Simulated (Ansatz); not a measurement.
SrO: energy against volume

SrO (rock salt, Fm-3m, 16.801 Å³/atom and stress up to 0.01 GPa in the relaxed cell, cube axes along x, y and z) under an equal strain ε along all three axes. PBEsol in Ansatz, a plane-wave DFT program (PAW, default set), 420 eV, 11×11×11 Γ-centred mesh, Fermi-Dirac smearing 0.05 eV; ions are relaxed, or left where forces stay under 0.02 eV/Å, within the symmetry of each cell.

Here V stands for volume and E for E less E0.

```
volume (Å³/atom)  E less E0 (meV/atom)  pressure (GPa)
----------------  --------------------  --------------
15.3339                              ?               ?
15.8130                          19.02            6.52
16.0563                          10.45            4.71
16.3021                           4.58            3.02
16.5503                           1.10            1.46
16.8011                           0.00            0.00
17.0544                           1.09           -1.36
17.3102                           4.26           -2.62
17.5685                           9.43           -3.79
17.8294                          16.54           -4.87
```

Taking the third-order Birch-Murnaghan form, a cubic in V^(-2/3) for E over the 9 complete rows: With u = V^(-2/3) - 0.153, the rows have u = 0.005729, 0.004122, 0.002538, 0.000979, -0.000557, -0.002070, -0.003561, -0.005029, -0.006476. Least squares gives E = 0.130 + 528.4·u + 477961·u² + 842862·u³. Residuals (row less fit): 0.017, -0.038, 0.016, -0.006, 0.016, 0.013, -0.011, -0.024, 0.016; standard error 0.026 (degrees of freedom: 5). Its minimum lies at u = -0.000554, so V0 = (0.152446)^(-3/2) = 16.80. There d²E/du² = 953100 and d³E/du³ = 5057000, so B0 = (4/9) × 16.80^(-7/3) × 953100 × 0.160218 = 93.9 GPa (the last factor turns the table's units into GPa), and B0' = 4 + (2/3) × 0.152446 × (5057000)/953100 = 4.5. B0' rests on the cubic coefficient alone and has a standard error of 0.1 from these residuals.

Q: Estimate the missing E (V = 15.3339); what did the run itself give?

A: u = 0.009019, so E = 0.130 + 528.4 × 0.009019 + 477961 × 0.009019² + 842862 × 0.009019³ = 44.392 meV/atom. The calculation gives 44.31 meV/atom, 0.082 meV/atom below the prediction (0.2 % of the range of E in the table). The row lies outside the fitted rows, so this is an extrapolation. From the scatter of the fitted rows alone, a prediction at this place has a standard error of 0.125 meV/atom, so the miss is 0.7 times that.

Other structures, which can take over under pressure, weren't tried. The same form fitted to the pressure column gives B0' = 4.5; series where the two differ by over 0.4 aren't shown. Rows are the converged runs of the series near zero and its far end, less any whose ions stayed unrelaxed beside relaxed ones; series whose fitted rows scatter by over a few per cent of the range, as at a crossing or softening among them, aren't shown in this form.
